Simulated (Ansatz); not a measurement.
Consider ZrO₂ (space group Pca2_1, No. 29; a = 5.287 Å, b = 5.073 Å, c = 5.098 Å).

Computed with r2SCAN, PAW, 500 eV (Ansatz, a quantum-chemistry and plane-wave program; scalar-relativistic without spin-orbit coupling).

Before the change:

The volume per atom is 11.39 Å³.

Now apply this change: S takes the place of O on all its sites; the structure is relaxed again.

Tabulated Pauling electronegativity and covalent radius: O 3.44, 0.66 Å; S 2.58, 1.05 Å.

Question: What happens to the volume per atom?

Answer: The volume per atom goes up by 8.825 Å³ (11.39 Å³ → 20.22 Å³).

Whether these cells are dynamically stable was not tested. As relaxed here, ZrS2 is a hypothetical phase, not in the database extracts checked. This is not the structure that ZrO2 has at room temperature and ambient pressure.
